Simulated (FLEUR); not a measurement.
Worked example: self-consistent single point of Al (Fm-3m, 1 atom in the cell) in FLEUR.

Method of the run: PBE, all-electron FLAPW (FLEUR), scalar-relativistic valence in FLEUR.

```xyz
1
Lattice="0.0000 1.9690 1.9690 1.9690 0.0000 1.9690 1.9690 1.9690 0.0000" Properties=species:S:1:pos:R:3 pbc="T T T"
Al     0.0000     0.0000     0.0000
```

Reference input (self-consistent single point, DFT, PBE, all-electron FLAPW (FLEUR), scalar-relativistic valence): Kmax = 4.1 1/bohr; GmaxXC = 14.3 1/bohr; xcFunctional = pbe; jspins = 1; l_soc = F; mode = hist; fermiSmearingEnergy = 0.00499791 Htr; mesh (inpgen div1-3) = 14 14 14; inpgen gamma flag = true; Gmax = 14.3 1/bohr; numbands = 0; maxIterBroyd = 25. This run's input differs from it in these lines:

```diff
@@ -33,3 +33,3 @@
    <cell>
-      <bzIntegration valenceElectrons="3.0" mode="hist" fermiSmearingEnergy="0.00499791">
+      <bzIntegration valenceElectrons="3.0" mode="hist" fermiSmearingEnergy="0.02939946">
          <kPointListSelection listName="default-1"/>
```

Log, with long lists cut:

```
 Iteration:     1   Distance:       4.02588323 me/bohr^3
 Iteration:     2   Distance:       3.80981881 me/bohr^3
 Iteration:     3   Distance:       1.10624787 me/bohr^3
 Iteration:     4   Distance:       0.19192741 me/bohr^3
 Iteration:     5   Distance:       0.10043205 me/bohr^3
 Iteration:     6   Distance:       0.00589906 me/bohr^3
 Iteration:     7   Distance:       0.00583902 me/bohr^3
 Iteration:     8   Distance:       0.00015457 me/bohr^3
 Iteration:     9   Distance:       0.00005829 me/bohr^3
 Iteration:    10   Distance:       0.00000366 me/bohr^3
 Run finished successfully
 Stop message:
   Structural relaxation: Done

[file out, last iteration]
             iter=     11
[...]
          total density-effective poten   -3.7236129545E+02
          total charge density-energy d   -1.8661490041E+01
 Updated energy parameters for spin:           1
[...]
 fermi energy and band-weighting factors:

[...]
FERMIE:
          first approx. to ef    (T=0)  :   0.315931 htr   (energy of the highest occ. eigenvalue)
          number of occ. states  (T=0)  :        153
          first approx. to seigv (T=0)  :   0.440746 htr
          sum of weights of occ. states :   1.506924
          sum of semicore charge        :   0.000000 e
FERHIS:  Fermi-Energy by histogram:
          bandgap                     :   0.000734 htr
   [... lines left out ...]
          charge neutrality (T=0)     :   0.013848    (zero if the highest occ. eigenvalue is "entirely" occupied)
     EF_NEWTON:  Adjust Fermi-Energy by Newton-Method.
 Direct bandgap for spin            1 :    2.6125185544812468E-002  Htr
   [... lines left out ...]
 ---->    (input%tkb*entropy) TS=              0.0294718038 htr
 ---->    free energy=                      -242.8360867071 htr
      extrapolation for T->0
 ---->    total electron energy=            -242.8213508051 htr
 ***** TOTAL FORCES ON ATOMS *****
 TOTAL FORCE FOR ATOM TYPE=  1  X=  0.000   Y=  0.000   Z=  0.000
                       FX_TOT= 0.000000 FY_TOT= 0.000000 FZ_TOT= 0.000000
 Structural relaxation: Done
```

The run converged in 10 iterations. FLEUR gives forces in its relaxation mode, with a further iteration, so its stop message speaks of a relaxation. Against the reference run the free energy falls by 394 meV/atom.

The starting cell comes from a database of computed structures (which also holds hypothetical and non-ambient phases and stackings), without a prior relaxation at this level. Its lattice was rescaled by a random factor within 2.5 % of one. Values depend on the basis (sphere radii, cutoffs, local orbitals), which need not be converged. The log's line on a gap gives a spacing of levels on this mesh, which the program prints for metals too.
